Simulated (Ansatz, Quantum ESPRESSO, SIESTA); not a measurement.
**Code comparison for ZrMnF6 (P1, 8 atoms in the cell)**

Self-consistent single point, at a second geometry (atoms moved at random). First geometry:

```
CELL_PARAMETERS angstrom
      0.00000     4.13559     4.13559
      4.13559     0.00000     4.13559
      4.13559     4.13559     0.00000
ATOMIC_POSITIONS crystal
  Zr 0.50000 0.50000 0.50000
  Mn 0.00000 0.00000 0.00000
  F  0.74500 0.25500 0.25500
  F  0.25500 0.74500 0.74500
  F  0.25500 0.74500 0.25500
  F  0.74500 0.25500 0.74500
  F  0.25500 0.25500 0.74500
  F  0.74500 0.74500 0.25500
```
Moments meant for the start (each program seeds them in its own way; μB, in the order of the atoms Zr Mn F F F F F F): 0.0 4.0 0.0 0.0 0.0 0.0 0.0 0.0.

Second geometry:
```xyz
8
Lattice="0.0000 4.1356 4.1356 4.1356 0.0000 4.1356 4.1356 4.1356 0.0000" Properties=species:S:1:pos:R:3 pbc="T T T"
Zr     4.1379     4.1249     4.1647
Mn     0.0321    -0.1050     0.0007
F      2.1336     4.1886     4.1331
F      6.1835     4.1664     4.0660
F      4.0874     2.0907     4.1215
F      4.1193     6.1731     4.0939
F      4.1312     4.1687     2.1474
F      4.1241     4.1418     6.2218
```
Moments meant for the start (each program seeds them in its own way; μB, in the order of the atoms Zr Mn F F F F F F): 0.0 4.0 0.0 0.0 0.0 0.0 0.0 0.0.

Shared settings, as Ansatz (an electronic-structure program) writes them: kpoints.mp_grid.grid = 4 4 4; scf.occupations.method = fermi_dirac; scf.occupations.width = 0.02 eV. Potentials and cutoffs stand in the table.

| code | model | ΔF from the first geometry (meV/atom) | pressure (GPa) | largest force (eV/Å) | gap on the mesh (eV) | size of the net moment (μB/atom) | cutoff |
|---|---|---|---|---|---|---|---|
| SIESTA | GGA PBEsol, numerical atomic orbitals DZP, PseudoDojo PBEsol standard norm-conserving potentials (rewritten from UPF to PSML) | 11.9 | -5.17 | 0.869 | 2.359 | 0.62 | grid 400 Ry |
| Ansatz | PBEsol, PAW files made with PBE | 13.2 | -2.71 | 0.898 | 2.310 | 0.62 | 420 eV |
| Quantum ESPRESSO | PBEsol, GBRV 1.5 ultrasoft (PBESOL) pseudopotentials | 13.4 | -2.54 | 0.903 | 2.327 | 0.62 | 50 Ry |

Size of the force on each atom (eV/Å): Sizes of forces hide their directions.

```tsv
code	Zr1	Mn2	F3	F4	F5	F6	F7	F8
SIESTA	0.758	0.869	0.172	0.508	0.431	0.598	0.113	0.734
Ansatz	0.623	0.893	0.094	0.630	0.560	0.758	0.121	0.898
Quantum ESPRESSO	0.613	0.901	0.096	0.632	0.558	0.768	0.123	0.903
```

Gaps are read on the mesh.

On Ansatz's run: with one magnetic atom in the cell only a parallel order is possible.

The spread over the programs that give each value: ΔF from the first geometry within 1.5 meV/atom; pressure within 2.63 GPa; largest force within 0.034 eV/Å; gap on the mesh within 0.049 eV; size of the net moment within 0.00 μB/atom.

SIESTA uses small atom-centred bases, whose incompleteness enters pressures, forces and empty levels differently from a plane-wave cutoff. Ansatz's pressure is given at a fixed set of plane waves, as the other plane-wave codes print theirs; with its correction for the finite basis it is -2.37 GPa (the shift of 0.33 GPa shows how far the cutoff is from converged). In the pressure, SIESTA (by 2.55) lies more than 1 GPa from the median of the plane-wave programs. In the force vectors, SIESTA (by 0.202) lies more than 0.08 eV/Å from the median of the plane-wave programs.

The starting cell comes from a database of computed structures (which also holds hypothetical and non-ambient phases and stackings), without a prior relaxation at this level. Its lattice was rescaled by a random factor within 2.5 % of one. For this run, on top of that: atoms moved at random.

Left out of this page: CP2K (unsound by tests on forces, stress, charge or solver warnings).

Keys are those of Ansatz 0.2.
